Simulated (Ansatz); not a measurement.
System: 1T (CdI2-type) CaI₂. Method: PBEsol (Ansatz, an electronic-structure program, plane waves, PAW).

Settings: plane-wave cutoff 520 eV, 12×12×6 k mesh (along the axes of the cell as run), Fermi–Dirac smearing 0.01 eV, scalar-relativistic PAW data made under PBE.

Cell (measured lattice):

```xyz
3
Lattice="4.4800 0.0000 0.0000 -2.2400 3.8798 0.0000 0.0000 0.0000 6.9600" Properties=species:S:1:pos:R:3 pbc="T T T"
Ca     0.0000     0.0000     0.0000
I      0.0000     2.5865     1.7400
I      2.2400     1.2933     5.2200
```

Give the computed band gap and smallest direct gap on the k points sampled.


- band gap: 3.42 eV
- smallest direct gap on the k points sampled: 4.04 eV

Note: cell and atoms aren't relaxed at this level (pressure -0.2 GPa).

Spin–orbit coupling is not included; with these elements it can move the gap by several tenths of an eV or more.

Static lattice: no zero-point or thermal effects.

Cost on a shared machine: very roughly 40 core-seconds.
